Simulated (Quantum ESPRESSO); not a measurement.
## Relaxation of cell and atoms of Mg₄H₂O₅ (P-3m1, 11 atoms in the cell) at several settings

```xyz
11
Lattice="3.0175 0.0000 0.0000 -1.5087 2.6132 0.0000 0.0000 0.0000 11.9479" Properties=species:S:1:pos:R:3 pbc="T T T"
Mg     0.0000     1.7421     1.2035
Mg     1.5087     0.8711    10.7444
Mg     0.0000     0.0000     3.6256
Mg     0.0000     0.0000     8.3223
H      1.5087     0.8711     6.2990
H      0.0000     1.7421     5.6488
O      0.0000     1.7421     9.5356
O      1.5087     0.8711     2.4123
O      0.0000     1.7421     4.6870
O      1.5087     0.8711     7.2608
O      0.0000     0.0000     0.0000
```

Base: PBEsol, GBRV 1.5 ultrasoft (PBESOL) pseudopotentials (Quantum ESPRESSO). Its settings: ecutwfc = 40 Ry; ecutrho = 200 Ry; occupations = smearing; smearing = gauss; degauss = 0.000734986 Ry; potentials = {Mg: mg_pbesol_v1.4.uspp.F.UPF, H: h_pbesol_v1.4.uspp.F.UPF, O: o_pbesol_v1.2.uspp.F.UPF}; K_POINTS = automatic 7 7 2 0 0 0; conv_thr = 1e-09 Ry; mixing_beta = 0.3. Starting volume 8.56 Å³ per atom.

Each line gives the change from the base single point and the result:

- calculation: scf → vc-relax; tprnfor: true → default; tstress: true → default; pseudopotentials: {Mg: mg_pbesol_v1.4.uspp.F.UPF, H: h_pbesol_v1.4.uspp.F.UPF, O: o_pbesol_v1.2.uspp.F.UPF} → {Mg: mg_lda_v1.4.uspp.F.UPF, H: h_lda_v1.4.uspp.F.UPF, O: o_lda_v1.2.uspp.F.UPF} [DFT, LDA (PZ), plane waves, GBRV 1.5 ultrasoft (LDA) pseudopotentials]: pressure 0.00 GPa; largest force (vector length) 0.009 eV/Å; final cell a = 2.9888 Å, b = 2.9888 Å, c = 11.6811 Å, α = 90.00°, β = 90.00°, γ = 120.00°; final volume per atom 8.21 Å³; relaxation steps 13.
- calculation: scf → vc-relax; tprnfor: true → default; tstress: true → default; vdw_corr: default → grimme-d3; dftd3_version: default → 4; dftd3_threebody: default → false [DFT, PBEsol-D3(BJ), plane waves, GBRV 1.5 ultrasoft (PBESOL) pseudopotentials]: pressure -0.02 GPa; largest force (vector length) 0.021 eV/Å; final cell a = 3.0031 Å, b = 3.0031 Å, c = 11.7315 Å, α = 90.00°, β = 90.00°, γ = 120.00°; final volume per atom 8.33 Å³; relaxation steps 12.
- calculation: scf → vc-relax; tprnfor: true → default; tstress: true → default; press: default → 100 kbar: pressure 10.04 GPa; largest force (vector length) 0.004 eV/Å; final cell a = 2.963 Å, b = 2.963 Å, c = 11.497 Å, α = 90.00°, β = 90.00°, γ = 120.00°; final volume per atom 7.95 Å³; relaxation steps 14; free energy against the base single point 16.1 meV/atom.

The starting cell comes from a database of computed structures (which also holds hypothetical and non-ambient phases and stackings), without a prior relaxation at this level. In the base run, forces exceed 1 eV/Å.
